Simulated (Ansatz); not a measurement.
Input and output of a self-consistent single point for ZnAu (P1, 2 atoms in the cell) (Ansatz, a program for electronic structure).

Method: LDA (PW92), default PAW files made with PBE (plane waves; Ansatz).

```xyz
2
Lattice="3.1500 0.0000 0.0000 0.0000 3.1500 0.0000 0.0000 0.0000 3.1500" Properties=species:S:1:pos:R:3 pbc="T T T"
Zn     1.5780     1.5410     1.5973
Au    -0.0030     0.0341    -0.0223
```

Reference input (self-consistent single point, DFT, LDA (PW92), plane waves, default PAW files made with PBE): kpoints.mp_grid.grid = 7 7 7; hamiltonian.xc = lda; hamiltonian.pseudopotentials = {kind: paw} (the program's default PAW files); scf.occupations.method = cold; scf.occupations.width = 0.0037 Ry. This run's input differs from it in these lines:

Ansatz 0.2 input:
```diff
@@ -9,3 +9,3 @@
 kpoints:
-  mp_grid: { grid: [7, 7, 7] }
+  mp_grid: { grid: [7, 7, 7], shift: [0.0, 0.0, 0.5] }
 hamiltonian:
```

Output, abridged:

```
SCF iter   1: F=—  HF=-16111.617868 eV  |F-HF|=—  |Δ(HF+E_count)|=         —  Δρ=6.86e-3  dr2=6.38e-3  ethr=1.77e-3  ⟨swp⟩=5.5  Hψ=14669  notcnv=0
all-band conjugate gradients solve this SCF's bands
preconditioner: auto → none
SCF iter   2: F=—  HF=-16111.617335 eV  |F-HF|=—  |Δ(HF+E_count)|=   5.33e-4  S|Δr|=    0.00e0  Δρ=2.52e-3  dr2=1.01e-3  ethr=2.06e-5  ⟨swp⟩=2.0  Hψ=7417  notcnv=0  defer=78
   [... lines left out ...]
SCF iter   5: F=—  HF=-16111.616991 eV  |F-HF|=—  |Δ(HF+E_count)|=   1.20e-5  S|Δr|=    0.00e0  Δρ=8.44e-5  dr2=1.07e-6  ethr=1.29e-7  ⟨swp⟩=2.4  Hψ=5097  notcnv=0  defer=78
SCF iter   6: F=-16111.616991 eV  HF=-16111.616991 eV  |F-HF|=3.11e-9  |Δ(HF+E_count)|=   1.51e-7  S|Δr|=    0.00e0  Δρ=1.61e-5  dr2=3.11e-8  ethr=3.23e-10  ⟨swp⟩=4.4  Hψ=15538  notcnv=0
the last iteration of the SCF fills more bands at one k-point than at another …
SCF 1 converged in 6 iterations: F = -16111.616991 eV  dr2 = 3.11e-8
Stability not checked (fill_not_monotonic)
Free energy (F): -16111.616991 eV
Internal energy: -16111.617336 eV  (E = F + TS)
E sigma→0 (E₀):  -16111.617106 eV
Entropy (-TS):   0.000345 eV (0.173 meV/atom)
Fermi energy:    16.572747 eV
--- Forces (eV/Å), atoms counted from 1 ---
  atom   1  Zn    -0.01763374     0.19371782    -0.13238952
  atom   2  Au     0.01762859    -0.19365712     0.13239556
--- Stress (GPa, compression-positive) ---
       -6.755241      -0.042519       0.027245
       -0.042519      -6.885045      -0.306816
        0.027245      -0.306816      -6.900120
  P = ⅓ Tr σ = -6.8468 GPa (-68.468 kbar)
  The stress holds the Pulay correction. Without it, at fixed plane waves, as pw.x and ABINIT print it: P = -6.9029 GPa
```

The run converged in 6 iterations. Against the reference run the free energy goes up by 2.3 meV/atom, the pressure goes from -7.18 to -6.85 GPa and the largest force goes from 0.227 to 0.235 eV/Å.

The starting cell comes from a database of computed structures (which also holds hypothetical and non-ambient phases and stackings), without a prior relaxation at this level. Its atoms were displaced at random from the sites of space group no. 221. Ansatz's pressure includes its estimate of the finite-basis (Pulay) stress.
